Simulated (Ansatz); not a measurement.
An Ansatz (an electronic-structure program) run: SiC with a change (biaxial strain +0.50 %, plane normal [001], relaxed out of plane); PBEsol (Ansatz), spin-orbit coupling left out.

Input:

Ansatz 0.2 input:
```yaml
crystal:
  lattice:
    - [3.0961703417, 0, 0]
    - [0, 3.0961703417, 0]
    - [1.5480851709, -1.5480851709, 2.1729848127]
  atoms:
    - { symbol: Si, position: [0, 0, 0] }
    - { symbol: C, position: [0.75, 0.75, 0.5] }
basis: { ecutwfc: 420, ecutrho_ratio: 4, xc_grid: 2, fft_grid_basis: typed }
kpoints: { mp_grid: { grid: [13, 13, 13] } }
hamiltonian:
  xc: pbesol
  dispersion: none
  pseudopotentials: { kind: paw }
scf: { occupations: { method: fermi_dirac, width: 0.05 } }
relax: { f_tol: 0.005, max_steps: 50, cell: { stress_tol: 0.01, fix: [a, b, gamma] } }
output: { forces: true, stress: true }
checkpoint: { write: state.ck, write_every: 1000 }
```

Output (explanatory and most iteration lines left out):

```
Relaxation: its limit of steps is 50 (relax.max_steps)
Pseudopotential: Si, paw, valence charge 4
Pseudopotential: C, paw, valence charge 4
Crystal: 2 atoms, lattice volume = 20.831 Å³
Basis set: ecut = 420 eV, 411 PW (Γ), exchange–correlation on 48×48×48 points (8 copies of the dense FFT grid, shifted against one another)
Bands: 8, of which v1, the nominal top of the filled ones, is band 4 counted from 1 (3 counted from 0)
Symmetry: 8 space group operations
Space group: I-4m2 (ITA 119), of the structure as read, at distance tolerance 2.8e-5 Å
k-points: 196 of 2197 (time reversal used)
Functional: x = pbesol(κ = 0.804, μ = 0.12345679012345678), c = pbesol(β = 0.046)
SCF iter   1: F=—  HF=-868.709817 eV  |F-HF|=—  |Δ(HF+E_count)|=         —  Δρ=8.29e-3  dr2=1.74e-2  ethr=1.77e-3  ⟨swp⟩=5.5  Hψ=12877  notcnv=0
SCF iter   2: F=—  HF=-868.705074 eV  |F-HF|=—  |Δ(HF+E_count)|=   4.74e-3  Δρ=2.45e-3  dr2=1.04e-3  ethr=2.17e-4  ⟨swp⟩=2.5  Hψ=4204  notcnv=0
SCF 1 converged in 6 iterations: F = -868.704784 eV  dr2 = 5.20e-10
relax step   1: F+E_penalty+E_count = -868.70478366 eV  Δ(F+E_penalty+E_count) = +0.000e0 eV  max|allowed force component| = 9.714e-17 eV/Å  Δτ_max = 0.0000 Å  P = -1.643 GPa  Ω = 20.831 Å³  fix = [a, b, gamma]  reactions: a -2.263, b -2.263 GPa  (6 SCF iters, dr2 threshold 1.00e-7 eV, accepted)
[... steps on the carried basis left out ...]
relax step   3: F+E_penalty+E_count = -868.70485226 eV  Δ(F+E_penalty+E_count) = -1.573e-5 eV  max|allowed force component| = 1.076e-16 eV/Å  Δτ_max = 0.0000 Å  P = -1.413 GPa  Ω = 20.809 Å³  energy of the carried Pulay correction = +4.096e-5 eV  fix = [a, b, gamma]  reactions: a -2.120, b -2.120 GPa  (3 SCF iters, dr2 threshold 4.09e-8 eV, accepted)
Crystal: 2 atoms, lattice volume = 20.809 Å³
SCF iter   1: F=—  HF=-868.704811 eV  |F-HF|=—  |Δ(HF+E_count)|=         —  Δρ=1.47e-5  dr2=2.74e-8  ethr=1.01e-7  ⟨swp⟩=3.0  Hψ=17272  notcnv=0
SCF iter   2: F=—  HF=-868.704809 eV  |F-HF|=—  |Δ(HF+E_count)|=   1.63e-6  Δρ=7.13e-6  dr2=5.46e-9  ethr=3.43e-10  ⟨swp⟩=1.7  Hψ=1866  notcnv=0
SCF 4 converged in 5 iterations: F = -868.704809 eV  dr2 = 2.80e-13
SCF converged after 5 iterations
Free energy (F): -868.704809 eV
Internal energy: -868.704809 eV  (E = F + TS)
E sigma→0 (E₀):  -868.704809 eV
Entropy (-TS):   -0.000000 eV (-0.000 meV/atom)
Fermi energy:    10.020947 eV
--- Forces (eV/Å), atoms counted from 1 ---
  atom   1  Si    -0.00000000    -0.00000000    -0.00000000
  atom   2  C      0.00000000     0.00000000     0.00000000
--- Stress (GPa, compression-positive) ---
       -2.121685       0.000000       0.000000
        0.000000      -2.121685      -0.000000
        0.000000      -0.000000      -0.004617
  P = ⅓ Tr σ = -1.4160 GPa (-14.160 kbar)
--- Relaxed structure (3 steps of the walk, 3 accepted, 1 SCFs on fresh bases) ---
  cell:  # Å, volume = 20.8088 Å³
    - [3.0961703417, 2.0492488300526664e-22, -3.5621190195570937e-11]
    - [2.0492488044277826e-22, 3.0961703417, 3.562118997284117e-11]
    - [1.5480851708749737, -1.5480851708749737, 2.1706854975509717]
  atoms:
    - { symbol: Si, position: [8.938321375620748e-35, 3.9222119069897704e-36, 3.1886250935282105e-34] }
    - { symbol: C, position: [0.7499999999999999, 0.7500000000000001, 0.5000000000000001] }
```

Stability against distortions was not tested. The cell was made from SiC in the zinc blende structure (space group F-43m, No. 216) by this change: biaxial strain +0.50 %, plane normal [001], relaxed out of plane.
